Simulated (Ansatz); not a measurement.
Consider interstitial Zn in zinc-blende GaAs, charge state +2. These are PBE, PAW (plane waves to 420 eV; Ansatz, an electronic-structure program) values and carry that method's errors.

Settings: 64 host sites, the relaxed PBE lattice, one k-point at (0.250, 0.250, 0.250), smearing 0.05 eV, spin-restricted, no image-charge correction. No zero-point or tunnelling terms. PBE gaps are too small, and in this host the defect's levels may merge with the bands. The charge state is imposed; whether it is stable for some Fermi level was not computed. Sites that were not tried may lie lower.

Barriers: single points on a 2×2×2 k-point mesh shifted by half a step at the bands' geometries.

Relaxed starting cell (atoms counted from 1):

```xyz
65
Lattice="11.4913 0.0000 0.0000 0.0000 11.4913 0.0000 0.0000 0.0000 11.4913" Properties=species:S:1:pos:R:3 pbc="T T T"
Ga    -0.0775    -0.0706     0.0555
Ga    -0.0074    -0.0004     5.7207
Ga     0.0006     5.7668    -0.0028
Ga    -0.0772     5.8292     5.6469
Ga     5.7602     0.0075    -0.0026
Ga     5.8221    -0.0700     5.6471
Ga     5.8382     5.8450     0.0708
Ga     5.7603     5.7671     5.7287
As     1.4231     1.4303     4.2868
As     1.4162     1.4233    10.0735
As     1.4543     7.2048     4.2867
As     1.4299     7.2089    10.0625
As     7.1978     1.4614     4.2868
As     7.2022     1.4367    10.0629
As     7.1907     7.1976     4.2973
As     7.2030     7.2099    10.0277
Ga     0.0111     2.8815     2.8563
Ga    -0.0791     2.8849     8.6038
Ga     0.0008     8.6311     2.8591
Ga     0.0109     8.6257     8.6024
Ga     5.7494     2.8904     2.8647
Ga     5.8397     2.8855     8.6077
Ga     5.7634     8.6343     2.8641
Ga     5.7490     8.6367     8.6076
As     1.4305     4.3413     1.4392
As     1.4142     4.3551     7.1416
As     1.4521    10.0587     1.4323
As     1.4227    10.0572     7.1519
As     7.2025     4.3110     1.4382
As     7.2012     4.3415     7.1585
As     7.1908    10.0677     1.4278
As     7.1968    10.0582     7.1784
Ga     2.8746     0.0181     2.8564
Ga     2.8784    -0.0725     8.6039
Ga     2.8835     5.7562     2.8646
Ga     2.8788     5.8462     8.6075
Ga     8.6242     0.0077     2.8592
Ga     8.6187     0.0180     8.6024
Ga     8.6274     5.7703     2.8640
Ga     8.6299     5.7559     8.6076
As     4.3346     1.4372     1.4395
As     4.3478     1.4216     7.1421
As     4.3042     7.2094     1.4382
As     4.3345     7.2082     7.1585
As    10.0517     1.4589     1.4323
As    10.0502     1.4297     7.1519
As    10.0609     7.1977     1.4277
As    10.0511     7.2039     7.1782
Ga     2.8796     2.8861     0.0773
Ga     2.8775     2.8841     5.6479
Ga     2.8822     8.6354    -0.0143
Ga     2.8753     8.6265     5.7410
Ga     8.6287     2.8890    -0.0143
Ga     8.6194     2.8821     5.7411
Ga     8.6266     8.6335     0.0005
Ga     8.6239     8.6310     5.7266
As     4.3328     4.3399     4.2910
As     4.3512     4.3583    10.0801
As     4.2913    10.0534     4.2839
As     4.3326    10.0615    10.0604
As    10.0464     4.2984     4.2839
As    10.0549     4.3392    10.0600
As    10.0545    10.0614     4.2899
As    10.0466    10.0537    10.0197
Zn     2.8825     2.8898     8.6068
```
Cell charge +2.

End state 1 differs by these moves (Å; atoms that move under 0.08 Å are left out):

```
atom  element     Δx     Δy     Δz
----  -------  -----  -----  -----
1          Ga   0.08   0.08  -0.06
4          Ga   0.08  -0.07   0.10
6          Ga  -0.08   0.00   0.09
7          Ga  -0.09  -0.09  -0.07
8          Ga  -0.01   0.08   0.01
18         Ga   0.08   0.01   0.01
21         Ga  -0.01  -0.01  -0.08
22         Ga  -0.09   0.00   0.09
34         Ga  -0.09   0.00   0.08
35         Ga  -0.10   0.07  -0.08
36         Ga  -0.01  -0.08   0.01
37         Ga   0.06  -0.08  -0.08
40         Ga   0.07   0.09   0.09
42         As  -0.07   0.00   0.07
49         Ga   0.00   0.00  -0.09
50         Ga  -0.09   0.00   0.09
54         Ga   0.09   0.00   0.00
65         Zn   2.86   0.00  -2.86
```

What forward and backward barriers to end state 1 does PBE, PAW give?

forward 0.40 eV, backward 0.40 eV; at the saddle point atom 65 has neighbours 2 As at 2.60, As at 2.61, As at 3.25, 2 As at 3.27; Ga at 2.58, 2 Ga at 2.60, Ga at 3.06 Å. The program found a first-order saddle point.
